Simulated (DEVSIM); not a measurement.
# GaAs p-i-n diode

Device: GaAs p-i-n diode, at 300 K.

```tsv
layer (left to right)	material	thickness (μm)	Nd (cm⁻³)	Na (cm⁻³)	τn (s)	τp (s)
1	GaAs	1.20	-	2.2e17	9.5e-9	9.5e-9
2	GaAs	0.750	5.9e13	-	9.5e-9	9.5e-9
3	GaAs	0.330	1.8e17	-	9.5e-9	9.5e-9
```

Left contact: ohmic. Right contact: ohmic. Voltage is applied to the left contact. Recombination: SRH at mid-gap, Auger. Mobility is μmin + (μ − μmin)/(1 + (N/Nref)^α).

The device is made up for the run: typed textbook-type constants, with dimensions and the other settings drawn at random. Values at 300 K.

```
parameter        GaAs
-------------  ------
gap (eV)        1.424
affinity (eV)    4.07
permittivity     12.9
Nc (cm⁻³)      4.7e17
Nv (cm⁻³)        9e18
μn (cm²/Vs)      8500
μp (cm²/Vs)       400
μn,min            500
μp,min             20
Nref,n           6e16
Nref,p         1.5e17
αn               0.39
αp               0.38
Cn (cm⁶/s)      1e-30
Cp (cm⁶/s)      1e-30
```

Simulated with DEVSIM: 1D drift-diffusion, Boltzmann statistics, complete ionisation; no tunnelling, impact ionisation, image-force lowering or self-heating.

```yaml
potential_step_across_the_device_at_zero_bias: 1.303 V
Dark forward voltage at 1 A/cm²: 1.024 V
Dark forward voltage at 100 A/cm²: 1.157 V
```

Dark forward current:

| V (V) | J (A/cm²) |
|---|---|
| 0.05 | 1.8e-10 |
| 0.10 | 6.4e-10 |
| 0.15 | 1.9e-9 |
| 0.20 | 5.4e-9 |
| 0.25 | 1.5e-8 |
| 0.30 | 4.2e-8 |
| 0.35 | 1.2e-7 |
| 0.40 | 3.3e-7 |
| 0.45 | 9.4e-7 |
| 0.50 | 2.7e-6 |
| 0.55 | 7.6e-6 |
| 0.60 | 2.2e-5 |
| 0.65 | 6.4e-5 |
| 0.70 | 0.00019 |
| 0.75 | 0.00059 |
| 0.80 | 0.0019 |
| 0.85 | 0.0064 |
| 0.90 | 0.024 |
| 0.95 | 0.099 |
| 1.00 | 0.45 |
| 1.05 | 2.3 |
| 1.10 | 13 |
| 1.15 | 77 |
| 1.20 | 470 |
| 1.25 | 2500 |

Small-signal capacitance in reverse bias (quasi-static):

| V (V) | C (nF/cm²) |
|---|---|
| -0.2 | 15.4 |
| -0.5 | 15.2 |
| -1 | 15.0 |
| -1.5 | 14.8 |
| -2 | 14.7 |
| -3 | 14.5 |
| -4 | 14.3 |
| -5 | 14.1 |
| -6.5 | 13.9 |
| -8 | 13.7 |
| -10 | 13.4 |
